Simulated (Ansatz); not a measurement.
Worked example: self-consistent single point of IrPd₃ (Pm-3n, 8 atoms in the cell) in Ansatz (a quantum-chemistry and plane-wave program).

Method: revPBE, default PAW files made with PBE (plane waves; Ansatz).

```yaml
crystal:
  lattice:
    - [4.78954, 0.00000, 0.00000]
    - [0.00000, 4.78954, 0.00000]
    - [0.00000, 0.00000, 4.78954]
  atoms:
    - { symbol: Pd, position: [0.25000, 0.00000, 0.50000] }
    - { symbol: Pd, position: [0.75000, 0.00000, 0.50000] }
    - { symbol: Pd, position: [0.00000, 0.50000, 0.25000] }
    - { symbol: Pd, position: [0.00000, 0.50000, 0.75000] }
    - { symbol: Pd, position: [0.50000, 0.25000, 0.00000] }
    - { symbol: Pd, position: [0.50000, 0.75000, 0.00000] }
    - { symbol: Ir, position: [0.00000, 0.00000, 0.00000] }
    - { symbol: Ir, position: [0.50000, 0.50000, 0.50000] }
```

Reference input (self-consistent single point, DFT, revPBE, plane waves, default PAW files made with PBE): basis.ecutwfc = 420 eV; kpoints.mp_grid.grid = 9 9 9; hamiltonian.xc = revpbe; hamiltonian.pseudopotentials = {kind: paw} (the program's default PAW files); scf.occupations.method = methfessel_paxton; scf.occupations.width = 0.2 eV. This run's input differs from it in these lines:

Ansatz 0.2 input:
```diff
@@ -15,3 +15,3 @@
 basis:
-  ecutwfc: 420.0
+  ecutwfc: 250.0
 kpoints:
```

The program printed (abridged):

```
SCF iter   1: F=—  HF=-65742.217710 eV  |F-HF|=—  |Δ(HF+E_count)|=         —  Δρ=4.74e-2  dr2=8.66e-1  ethr=1.77e-3  ⟨swp⟩=5.1  Hψ=10048  notcnv=0  defer=29
all-band conjugate gradients solve this SCF's bands
preconditioner: auto → Kerker (q_TF=auto, 2.847 Å⁻¹)
SCF iter   2: F=—  HF=-65741.925211 eV  |F-HF|=—  |Δ(HF+E_count)|=   2.92e-1  S|Δr|=    0.00e0  Δρ=2.18e-2  dr2=1.39e-1  ethr=6.10e-4  ⟨swp⟩=2.5  Hψ=5531  notcnv=0  defer=81
   [... lines left out ...]
SCF iter   5: F=—  HF=-65741.903797 eV  |F-HF|=—  |Δ(HF+E_count)|=   1.31e-5  S|Δr|=    0.00e0  Δρ=1.12e-4  dr2=1.05e-5  ethr=2.18e-7  ⟨swp⟩=2.0  Hψ=3951  notcnv=0  defer=81
SCF iter   6: F=—  HF=-65741.903771 eV  |F-HF|=—  |Δ(HF+E_count)|=   2.64e-5  S|Δr|=    0.00e0  Δρ=2.13e-5  dr2=4.29e-7  ethr=7.41e-9  ⟨swp⟩=2.3  Hψ=4086  notcnv=0  defer=81
SCF iter   7: F=-65741.903771 eV  HF=-65741.903771 eV  |F-HF|=4.09e-9  |Δ(HF+E_count)|=   3.73e-8  S|Δr|=    0.00e0  Δρ=3.88e-6  dr2=1.50e-8  ethr=7.04e-11  ⟨swp⟩=7.7  Hψ=10071  notcnv=0
SCF 1 converged in 7 iterations: F = -65741.903771 eV  dr2 = 1.50e-8
Stability not checked (fill_not_monotonic)
Free energy (F): -65741.903771 eV
Internal energy: -65741.873817 eV  (E = F + TS)
E sigma→0 (E₀):  -65741.896282 eV
Entropy (-TS):   -0.029954 eV (-3.744 meV/atom)
Fermi energy:    23.215589 eV
--- Forces (eV/Å), atoms counted from 1 ---
  atom   1  Pd    -0.00000000    -0.00000000     0.00000000
   [... zero for the other atoms too ...]
--- Stress (GPa, compression-positive) ---
       40.222248      -0.000000       0.000000
       -0.000000      40.222248      -0.000000
       -0.000000      -0.000000      40.222248
  P = ⅓ Tr σ = 40.2222 GPa (402.222 kbar)
  The stress holds the Pulay correction. Without it, at fixed plane waves, as pw.x and ABINIT print it: P = -99.3443 GPa
```

The run converged in 7 iterations. Against the reference run the free energy goes up by 1.75 eV/atom and the pressure goes from 35.45 to 40.22 GPa.

The starting cell was generated: these elements placed on a structure prototype, without a prior relaxation; it need not be a known phase or ordering of this composition. Spin polarisation is off. Ansatz's pressure includes its estimate of the finite-basis (Pulay) stress. Without the estimate this run gives -99.34 GPa. The cutoff lies below the one recommended for these files.
